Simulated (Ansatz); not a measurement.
Take GaSb in the zinc blende structure (space group F-43m, No. 216) as the base.

```xyz
2
Lattice="0.0000 3.1067 3.1067 3.1067 0.0000 3.1067 3.1067 3.1067 0.0000" Properties=species:S:1:pos:R:3 pbc="T T T"
Ga     0.0000     0.0000     0.0000
Sb     1.5534     1.5534     1.5534
```

Level of theory: plane-wave PAW DFT at the PBE level (Ansatz, a quantum-chemistry and plane-wave program, 420 eV), without spin-orbit coupling.

For the base:

```
Item       Result
--------  -------
Pressure  0.0 GPa
```

Modification: an isotropic linear strain of +1.00 %, atoms relaxed at fixed cell.

Q: What does the calculation give for the energy relative to the base after the change?

A: The energy goes up by 3.6 meV/atom.

Q: What happens to the pressure?

A: The pressure goes from zero to -1.2 GPa.

No phonon test of stability was made. The final runs are not spin-polarised.
